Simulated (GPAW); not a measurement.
**How far to go with the plane-wave cutoff: Ba (Im-3m, 1 atom in the cell)**

```xyz
1
Lattice="-2.4975 2.4975 2.4975 2.4975 -2.4975 2.4975 2.4975 2.4975 -2.4975" Properties=species:S:1:pos:R:3 pbc="T T T"
Ba     0.0000     0.0000     0.0000
```

Method of the run: PBE, GPAW PAW datasets PBE (gpaw-data 1.0.1) (plane waves; GPAW).

Base settings: mode = pw; ecut = 600 eV; xc = PBE; kpts = 3 3 3; mesh shift (steps) = 0 0 0; occupations.name = methfessel-paxton; occupations.width = 0.1 eV; occupations.order = 0; nbands = -5; convergence.forces = 0.001 eV/Å.

The second cell is the first with its lattice scaled by 0.98.

The mesh stays at the base's, so the ladder's end is converged at best in this setting alone.

Only quantities that move along the ladder and can be compared are tabulated.

The count of work is k-points × plane waves × bands × iterations; it is no time. 

The starting cell has typed, rounded lattice constants, without a prior relaxation at this level. Its lattice was rescaled by up to half a per cent. Without a gap this mesh is coarse (it stands for a supercell whose shortest vector is 13 Å).

| ecut | free energy less the last step's (meV/atom) | energy of the compressed cell less the first (meV/atom) | pressure (GPa) | count of work / last |
|---|---|---|---|---|
| 210 eV | 57.79 | -8.89 | -0.92 | 0.042 |
| 240 eV | 27.79 | -8.35 | -0.83 | 0.051 |
| 270 eV | 13.16 | -8.02 | -0.67 | 0.071 |
| 300 eV | 6.94 | -8.21 | -0.57 | 0.078 |
| 330 eV | 6.02 | -8.77 | -0.53 | 0.11 |
| 360 eV | 5.71 | -8.20 | -0.53 | 0.12 |
| 420 eV | 4.14 | -8.20 | -0.54 | 0.14 |
| 480 eV | 2.39 | -8.19 | -0.54 | 0.17 |
| 540 eV | 1.36 | -8.18 | -0.52 | 0.20 |
| 600 eV | 1.16 | -8.28 | -0.52 | 0.25 |
| 660 eV | 1.01 | -8.22 | -0.52 | 0.27 |
| 720 eV | 0.60 | -8.21 | -0.51 | 0.38 |
| 810 eV | 0.24 | -8.31 | -0.52 | 0.48 |
| 900 eV | -0.04 | -8.23 | -0.52 | 0.49 |
| 1050 eV | -0.05 | -8.29 | -0.52 | 0.55 |
| 1200 eV | -0.05 | -8.24 | -0.52 | 0.80 |
| 1440 eV | 0.00 | -8.24 | -0.52 | 1.0 |

Coarsest ecut that holds the energy of the compressed cell less the first within 0.2 meV/atom of the last step, with all finer ones: 360 eV, at 0.12 of the last step's count of work; the step before is off by 0.53 meV/atom.

Coarsest ecut that holds the free energy within 2 meV/atom of the last step, with all finer ones: 540 eV, at 0.20 of the last step's count of work; the step before is off by 2.4 meV/atom.

Coarsest ecut that holds the pressure within 0.2 GPa of the last step, with all finer ones: 270 eV, at 0.071 of the last step's count of work; the step before is off by 0.31 GPa.

The energy difference between the two cells stays within 1 meV/atom of the last step's from 210 eV on, the total only from 720 eV on: much of the error is common to both cells and cancels.

Two neighbours can agree and both be off: 330 eV and 360 eV differ by 0.31 meV/atom in the free energy, yet lie about 5.7 meV/atom from the last step.
